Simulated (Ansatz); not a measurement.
Start from InP in the zinc blende structure (space group F-43m, No. 216; a = 5.8269 Å). Axes: x, y, z lie along the cube axes.

The values are results of Kohn–Sham DFT with the LDA functional, run in Ansatz (a first-principles code) with PAW and 420 eV plane waves, no SOC, not measurements.

Base values:

The gap character comes out as direct at Γ and the valence-band top at Γ is 0.00, 0.00, 0.00 eV. The electron mass is 0.046 mₑ (at Γ) and the pressure is 0.00 GPa.

Modification: the cell is stretched by 2.00 % along z with no lateral relaxation; the atoms relax in the strained cell.

Problem. How does this affect the gap character?

Solution. The gap character remains direct at Γ.

Problem. What happens to the energy relative to the base?

Solution. The energy rises by 3.1 meV/atom.

Problem. What does the calculation give for the valence-band top at Γ after the change?

Solution. The valence-band top at Γ (three highest levels, from the VBM) changes from 0.00, 0.00, 0.00 eV to 0.00, 0.00, -0.10 eV.

Problem. How does this affect the electron mass?

Solution. The electron mass becomes 0.042 mₑ along z, 0.036 mₑ across (at Γ) (base: 0.046 mₑ (at Γ)).

Problem. What does the calculation give for the pressure after the change?

Solution. The pressure (mean of the normal stresses, compression positive) goes from zero to -1.36 GPa.

Masses are band curvatures over ±0.01 Å⁻¹ around the edge. No phonon test of stability was made. k-point labels follow each cell's own Brillouin zone.
